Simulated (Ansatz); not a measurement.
The reference is CaHBr (space group P4/nmm, No. 129; a = 3.833 Å, c = 8.240 Å; layered, stacked along the Cartesian z axis).

Calculations: Kohn–Sham DFT with the r2SCAN functional, run in Ansatz (a quantum-chemistry and plane-wave program) with PAW and 500 eV plane waves, spin-orbit coupling left out, earlier PAW set.

For the base:

```
Quantity     Value
--------  --------
Pressure  0.00 GPa
Band gap   4.63 eV
```

Perturbation: an isotropic linear strain of +0.45 %, atoms relaxed at fixed cell.

Task: How does this affect the energy relative to the base?

Result: The energy rises by 0.3 meV/atom.

Task: What does the calculation give for the pressure after the change?

Result: The pressure (mean of the normal stresses, compression positive) goes from zero to -0.38 GPa.

Task: Predict the new band gap.

Result: The band gap is still 4.63 eV.

Whether these cells are dynamically stable was not tested. No dispersion term is included, though the crystal is made of layers, chains or molecules, so its spacings can come out too wide.
